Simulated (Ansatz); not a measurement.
**ZnS, response to strain**

Base system: ZnS in the zinc blende structure (space group F-43m, No. 216).

```yaml
crystal:
  lattice:
    - [0.00000, 2.69455, 2.69455]
    - [2.69455, 0.00000, 2.69455]
    - [2.69455, 2.69455, 0.00000]
  atoms:
    - { symbol: Zn, position: [0.00000, 0.00000, 0.00000] }
    - { symbol: S, position: [0.25000, 0.25000, 0.25000] }
```

Cartesian axes are those of the cell as printed.

Strains are applied to the cell and any free atomic positions relax.

Level of theory: r2SCAN (Ansatz, a quantum-chemistry and plane-wave program; PAW; 500 eV plane waves; scalar-relativistic without spin-orbit coupling).

Notes on the quantities. energy relative to the base: free energy F.

| uniaxial strain ε_zz (%) | energy relative to the base (meV/atom) |
|---|---|
| 0 | 0.0 |
| 0.5 | 0.2 |
| 1 | 0.7 |
| 1.5 | 1.5 |
| 2 | 2.6 |
| 2.5 | ? |
| 3 | 5.8 |

Fit ΔE = Aε² + Bε³ (ε in %) to the rows shown and predict the withheld row.

Least squares on the printed values gives A = 0.682 and B = -0.013 meV/atom (largest residual 0.0 meV/atom); this predicts 4.1 meV/atom, and the run gives 4.0 meV/atom, in agreement.

Whether these cells are dynamically stable was not tested.
